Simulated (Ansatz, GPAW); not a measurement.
An Ansatz (a program for electronic structure) input for a self-consistent single point of AlNi (Pm-3m, 2 atoms in the cell) (DFT, PBE, plane waves, default PAW files):

Ansatz 0.2 input:
```yaml
# AlNi
crystal:
  lattice:
    - [2.821390, 0.000000, 0.000000]
    - [0.000000, 2.821390, 0.000000]
    - [0.000000, 0.000000, 2.821390]
  atoms:
    - { symbol: Al, position_ang: [1.410695, 1.410695, 1.410695] }
    - { symbol: Ni, position_ang: [0.000000, 0.000000, 0.000000] }
kpoints:
  mp_grid: { grid: [9, 9, 9] }
hamiltonian:
  xc: pbe
  pseudopotentials: { kind: paw }
scf:
  occupations: { method: gaussian, width: 0.272 eV }
output:
  forces: true
  eigenvalues: true
  stress: true
```

Problem. Give the GPAW input for the same structure, mesh, smearing and functional.

Solution. One input that does it (others would too):

```python
from ase import Atoms
from ase.units import GPa
from gpaw import GPAW, PW

atoms = Atoms(['Al', 'Ni'],
              cell=[[2.821390, 0.000000, 0.000000],
                    [0.000000, 2.821390, 0.000000],
                    [0.000000, 0.000000, 2.821390]],
              scaled_positions=[[0.500000, 0.500000, 0.500000],
                                [0.000000, 0.000000, 0.000000]],
              pbc=True)

calc = GPAW(mode=PW(850),
            xc='PBE',
            kpts=(9, 9, 9),
            occupations={'name': 'methfessel-paxton', 'width': 0.272, 'order': 0},
            nbands=-8,
            convergence={'forces': 0.001},
            symmetry={'symmorphic': False, 'tolerance': 0.0005},
            maxiter=100,
            txt='-')

atoms.calc = calc

energy = atoms.get_potential_energy()
print('Energy (eV):', round(energy, 6))
forces = atoms.get_forces()
print('Forces (eV/Ang):')
print(forces.round(5))
stress = atoms.get_stress()
print('Stress (GPa, Voigt):', (stress / GPa).round(4))
```

Basis settings and potentials, where a program has them, do not carry over. This input uses DFT PBE, plane waves, GPAW PAW datasets PBE (gpaw-data 1.0.1). Both were run: pressure 14.08 GPa in Ansatz and 15.50 in GPAW. Ansatz's pressure is the one without its finite-basis correction.

On GPAW: the starting cell comes from a database of computed structures (which also holds hypothetical and non-ambient phases and stackings), without a prior relaxation at this level. Its lattice was rescaled by a random factor within 2.5 % of one. Spin polarisation is off. With a pressure of about 16 GPa the cell is away from its equilibrium volume at this level.

On Ansatz: the starting cell comes from a database of computed structures (which also holds hypothetical and non-ambient phases and stackings), without a prior relaxation at this level. Its lattice was rescaled by a random factor within 2.5 % of one. Spin polarisation is off. With a pressure of about 14 GPa the cell is away from its equilibrium volume at this level.
